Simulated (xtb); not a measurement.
xtb 6.7.1, GFN1-xTB: W(O)(S)(OSiH3)2 ([O]=[W](=[S])([O][SiH3])[O][SiH3]), 13 atoms. The geometry is a generated start, not checked to be a minimum at this level.

```json
{
 "run_flags": "--grad",
 "method": "GFN1-xTB",
 "--acc": "1 (default)",
 "--etemp (K)": "300 (default)",
 "basis_functions": "64",
 "valence_electrons": "44"
}
```

```xyz
13

W      0.5250     0.5525     1.1497
O      2.1010     1.1150     1.0187
S     -0.2726     0.8622     3.1682
O      0.4481    -1.2689     0.7063
Si     0.9034    -2.7240     0.1386
H     -0.1987    -3.6447     0.4420
H      2.1442    -3.0863     0.8340
H      1.0948    -2.5894    -1.3161
O     -0.6031     1.3760    -0.1048
Si    -1.3783     2.1968    -1.2767
H     -2.7302     1.6284    -1.3528
H     -0.6451     1.9729    -2.5339
H     -1.3885     3.6096    -0.8731
```

Charge 0 and multiplicity 1 are set for this test and not shown to be the ground state.

One run each on 1 thread. Values of broydamp tried: 0.02, 0.05, 0.1, 0.2, 0.4 (default), 0.6, 0.8, 1.

How does the count of SCC iterations change with broydamp, and where is it least?

Fewest SCC iterations, within one of each other: 0.2 with 12, 0.4 (default) with 11, 0.6 with 12, 0.8 with 12. The count rises to 20 at 0.02. All converge to one solution.

| broydamp | SCC iterations | end |
|---|---|---|
| 0.02 | 20 | same solution |
| 0.05 | 17 | same solution |
| 0.1 | 15 | same solution |
| 0.2 | 12 | same solution |
| 0.4 (default) | 11 | same solution |
| 0.6 | 12 | same solution |
| 0.8 | 12 | same solution |
| 1 | 14 | same solution |
